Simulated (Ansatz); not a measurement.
MgS (Fm-3m), Ansatz (a program for electronic structure) with PBE, rigid bands: Condition of this run: functional PBE, cell relaxed with it. band gap 2.76 eV, N_c = 1.66e19 cm⁻³ and N_v = 2.05e20 cm⁻³ at 300 K, conductivity masses of 0.355 mₑ (electrons) and 1.05 mₑ (holes). Take k_BT = 0.02585 eV.

Q: Find the intrinsic carrier density and the intrinsic Fermi level.

A: n_i = √(N_c N_v) exp(−E_g/2k_BT) = 5.83e19 × exp(−53.38) = 3.8e-4 cm⁻³. The level lies (k_BT/2) ln(N_v/N_c) = 32 meV from mid-gap (positive towards the conduction band). Each 0.1 eV added to the gap lowers n_i by a factor of 6.9.

Q: What thermal injection velocity √(2k_BT/πm) limits a ballistic channel?

A: 9.03e6 cm/s for electrons and 5.25e6 cm/s for holes, a ratio of √(m_h/m_e) = 1.72, for dilute carriers.

Q: A film of it is 5 nm thick. Estimate the confinement energies in an infinite well.

A: ħ²π²/(2m t²) = 0.376 eV·nm²/(m/mₑ × t²) gives 42.4 meV for electrons and 14.3 meV for holes, so the gap would widen to about 2.82 eV. Finite barriers and nonparabolic bands lower this, and with several valleys or bands the heaviest mass along the normal sets the lowest level, not this average.

Rigid, parabolic bands with the computed gap; masses take one relaxation time for all states. Spin-orbit coupling is left out; where it splits the top of the valence band, N_v and the p-type Seebeck coefficient come out somewhat high without it.
